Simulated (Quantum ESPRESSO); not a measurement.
Several settings converged on BaTiO3 (P4mm, 5 atoms in the cell)

```yaml
crystal:
  lattice:
    - [3.97005, 0.00000, 0.00000]
    - [0.00000, 3.97005, 0.00000]
    - [0.00000, 0.00000, 4.01980]
  atoms:
    - { symbol: Ba, position: [0.00000, 0.00000, 0.01244] }
    - { symbol: Ti, position: [0.50000, 0.50000, 0.51300] }
    - { symbol: O, position: [0.50000, 0.50000, 0.97700] }
    - { symbol: O, position: [0.00000, 0.50000, 0.48700] }
    - { symbol: O, position: [0.50000, 0.00000, 0.48700] }
```

Base method: PBE, SSSP 1.1.2 efficiency (PBE) pseudopotentials (plane waves; Quantum ESPRESSO).

Base settings: ecutwfc = 55 Ry; ecutrho = 440 Ry; occupations = smearing; smearing = fd; degauss = 0.00147 Ry; K_POINTS = automatic 2 2 2 0 0 0; conv_thr = 1e-10 Ry; mixing_beta = 0.7.

The count of work is k-points × plane waves × bands × iterations; it is no time. 

**The cutoff for other potential files**

Level: DFT, PBE, plane waves, PSlibrary PAW (PBE) pseudopotentials.

In this ladder: pseudopotentials = {Ba: Ba.pbe-spn-kjpaw_psl.1.0.0.UPF, Ti: Ti.pbe-spn-kjpaw_psl.1.0.0.UPF, O: O.pbe-n-kjpaw_psl.0.1.UPF}. Moved along: ecutrho.

The second cell is the first with its lattice scaled by 0.98.

The mesh stays at the base's, so the ladder's end is converged at best in this setting alone.

Only quantities that move along the ladder and can be compared are tabulated; the gap is left out on so coarse a mesh.

```tsv
ecutwfc	free energy less the last step's (meV/atom)	energy of the compressed cell less the first (meV/atom)	pressure (GPa)	largest difference of a force vector from the last step's (eV/Å)	count of work / last
27 Ry	1383.18	138.82	-67.71	1.037	0.15
42 Ry	37.14	70.17	6.63	0.007	0.34
60 Ry	11.25	71.59	8.54	0.002	0.58
90 Ry	0.00	71.38	8.92	0.000	1.0
```

Coarsest ecutwfc that holds the pressure within 1 GPa of the last step, with all finer ones: 60 Ry; the step before is off by 2.3 GPa.

Coarsest ecutwfc that holds the forces within 0.01 eV/Å of the last step, with all finer ones: 42 Ry, at 0.34 of the last step's count of work; the step before is off by 1.0 eV/Å.

Coarsest ecutwfc that holds the free energy within 5 meV/atom: not settled: the last two steps still differ by 11 meV/atom, over half the tolerance, so the ladder does not show it.

At the lowest cutoff the pressure lies 76.6 GPa under the last step's, the usual sign of Pulay stress in an incomplete plane-wave basis.

**The density cutoff**

The second cell is the first with its lattice scaled by 0.98.

The mesh stays at the base's, so the ladder's end is converged at best in this setting alone.

Only quantities that move along the ladder and can be compared are tabulated; the gap is left out on so coarse a mesh.

| ecutrho | free energy less the last step's (meV/atom) | energy of the compressed cell less the first (meV/atom) | pressure (GPa) | largest difference of a force vector from the last step's (eV/Å) |
|---|---|---|---|---|
| 110 Ry | -50.25 | 71.13 | 11.83 | 0.075 |
| 220 Ry | -0.05 | 68.25 | 8.19 | 0.002 |
| 330 Ry | 0.05 | 68.23 | 8.16 | 0.000 |
| 440 Ry | 0.00 | 68.24 | 8.16 | 0.000 |
| 880 Ry | 0.00 | 68.23 | 8.16 | 0.000 |

Coarsest ecutrho that holds the free energy within 2 meV/atom of the last step, with all finer ones: 220 Ry; the step before is off by 50 meV/atom.

Coarsest ecutrho that holds the forces within 0.02 eV/Å of the last step, with all finer ones: 220 Ry; the step before is off by 0.075 eV/Å.

Coarsest ecutrho that holds the pressure within 0.2 GPa of the last step, with all finer ones: 220 Ry; the step before is off by 3.7 GPa.

On the base run: the starting cell has typed, rounded lattice constants, without a prior relaxation at this level. Its lattice was rescaled by up to half a per cent. One atom was moved a little off its site on purpose. In the base run, forces exceed 1 eV/Å. The mesh is very coarse (it stands for a supercell whose shortest vector is 8 Å): a converged loop gives no converged values here.
